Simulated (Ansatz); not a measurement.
Base system: MgB₂ (space group I4/mmm, No. 139; a = 2.664 Å, c = 8.354 Å; a hypothetical phase, not in the database extracts checked; relaxed with 0.1 eV smearing). Axes: x, y, z lie along a, b, c of the conventional cell.

The values are results of DFT with PBEsol, PAW potentials and a 420 eV plane-wave cutoff in Ansatz (a first-principles code), spin-orbit coupling left out, not measurements.

Now apply this change: compressive biaxial strain of 1.06 % in the plane normal to [001], as in epitaxy on a mismatched substrate; the out-of-plane cell vector and the atoms relax.

Question: How does this affect the ratio −ε⊥/ε∥, energy relative to the base and in-plane stress?

Answer: The ratio −ε⊥/ε∥ amounts to 0.43; the energy goes up by 1.9 meV/atom; the mean in-plane stress (compression positive) is +2.9 GPa.

No phonon test of stability was made. The final runs are not spin-polarised.
